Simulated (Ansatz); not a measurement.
## A computed series for Hf: response to strain

Start from Hf in the hcp (Mg type) structure (space group P6_3/mmc, No. 194; relaxed with 0.1 eV smearing).

```
Hf
1.0
    3.19829     0.00000     0.00000
   -1.59915     2.76980     0.00000
    0.00000     0.00000     5.04882
Hf
2
Direct
  0.66667   0.33333   0.75000
  0.33333   0.66667   0.25000
```

Cartesian axes are those of the cell as printed.

Strains are applied to the cell and any free atomic positions relax.

Method: r2SCAN/PAW in Ansatz (a program for electronic structure), spin-orbit coupling left out.

Notes on the quantities. energy relative to the base: free energy F.

| uniaxial strain ε_zz (%) | energy relative to the base (meV/atom) |
|---|---|
| 0 | 0.0 |
| 0.5 | 0.4 |
| 1 | 1.4 |
| 1.5 | 3.1 |
| 2 | ? |
| 2.5 | 8.6 |
| 3 | 12.3 |

Task: Fit ΔE = Aε² + Bε³ (ε in %) to the rows shown and predict the withheld row.

Result: Least squares on the printed values gives A = 1.41 and B = -0.014 meV/atom (largest residual 0.0 meV/atom); this predicts 5.5 meV/atom, and the run gives 5.5 meV/atom, in agreement.

Stability against distortions was not tested. The final runs are not spin-polarised.
